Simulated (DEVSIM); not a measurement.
Structure: Ru/SiO2/n-Si capacitor, at 300 K.

Layer 1 from the left is SiO2, thickness (nm) 2.50. Layer 2 from the left is Si, thickness (nm) 1700, Nd (cm⁻³) 1.2e17.

Metal gate on the left, work function 4.7 eV. Fixed charge at the semiconductor interface 0 cm⁻² (in units of +e); no interface traps.

Constants are typed, rounded textbook-type inputs, not results; the design itself was drawn at random and stands for no fabricated device. Values at 300 K.

SiO2: gap (eV) 9, affinity (eV) 0.9, permittivity 3.9. Si: gap (eV) 1.124, affinity (eV) 4.05, permittivity 11.7, Nc (cm⁻³) 2.86e19, Nv (cm⁻³) 3.1e19.

Task: Estimate by hand the flat-band voltage, the threshold voltage, and compare with a numerical solution.

Result: 
- Flat-band voltage: C = 1.38 μF/cm², work-function difference 0.508 V; VFB = φms − qNf/C = 0.51 V; numerical 0.51 V.
- Threshold voltage: φF = 0.419 V, depletion charge √(4εqNφF) = 1.83e-7 C/cm²; VT = VFB − 2φF − Qd/C = -0.46 V; numerical -0.46 V.

Simulated with DEVSIM: 1D Poisson equation in equilibrium, Boltzmann statistics, complete ionisation; no quantum confinement or tunnelling. Metal contacts follow the ideal Schottky-Mott rule: no Fermi-level pinning, no interface dipoles.
